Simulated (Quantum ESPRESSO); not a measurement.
A short convergence ladder for SrAl₂ (Imm2, 6 atoms in the cell)

```xyz
6
Lattice="2.3920 3.9411 3.9329 -2.3920 3.9411 3.9329 -2.3920 -3.9411 3.9329" Properties=species:S:1:pos:R:3 pbc="T T T"
Sr    -2.3920    -1.9706     0.4459
Sr     0.0000    -1.9706     3.5370
Al    -2.3920     0.5402     2.6694
Al     0.0000    -4.4814     1.2635
Al     0.0000    -0.5402     6.6023
Al    -2.3920    -3.4009    -2.6694
```

Base method: PBEsol, SSSP 1.1.2 efficiency (PBE) pseudopotentials (plane waves; Quantum ESPRESSO 7.5).

Base settings: ecutwfc = 40 Ry; ecutrho = 320 Ry; occupations = smearing; smearing = gaussian; degauss = 0.0073499 Ry; input_dft = pbesol; potentials = {Sr: Sr_pbe_v1.uspp.F.UPF, Al: Al.pbe-n-kjpaw_psl.1.0.0.UPF}; K_POINTS = automatic 4 4 4 0 0 0; conv_thr = 1e-10 Ry; mixing_beta = 0.4.

The count of work is k-points × plane waves × bands × iterations; it is no time. Core times come from one kind of shared machine, to one figure; runs under 30 s give none.

**The k-point mesh**

The second cell is the first with its lattice scaled by 0.98.

Only quantities that move along the ladder and can be compared are tabulated.

| K_POINTS | free energy less the last step's (meV/atom) | energy of the compressed cell less the first (meV/atom) | pressure (GPa) | largest difference of a force vector from the last step's (eV/Å) | count of work / last | core time / last (rough) |
|---|---|---|---|---|---|---|
| automatic 2 2 2 0 0 0 | 20.80 | 9.64 | -0.51 | 0.203 | 0.12 | 0.5 |
| automatic 3 3 3 0 0 0 | 19.13 | 6.07 | -0.87 | 0.065 | 0.17 | 0.6 |
| automatic 4 4 4 0 0 0 | -6.50 | 7.20 | -0.74 | 0.054 | 0.39 | 0.8 |
| automatic 6 6 6 0 0 0 | 0.00 | 7.78 | -0.69 | 0.000 | 1.0 | 1 |

Coarsest K_POINTS that holds the forces within 0.02 eV/Å: not settled: the last two steps still differ by 0.054 eV/Å, over half the tolerance, so the ladder does not show it.

Coarsest K_POINTS that holds the energy of the compressed cell less the first within 1 meV/atom: not settled: the last two steps still differ by 0.58 meV/atom, over half the tolerance, so the ladder does not show it.

Coarsest K_POINTS that holds the free energy within 5 meV/atom: not settled: the last two steps still differ by 6.5 meV/atom, over half the tolerance, so the ladder does not show it.

On the base run: the starting cell comes from a database of computed structures (which also holds hypothetical and non-ambient phases and stackings), without a prior relaxation at this level. Its lattice was rescaled by up to half a per cent. One atom was moved a little off its site on purpose.
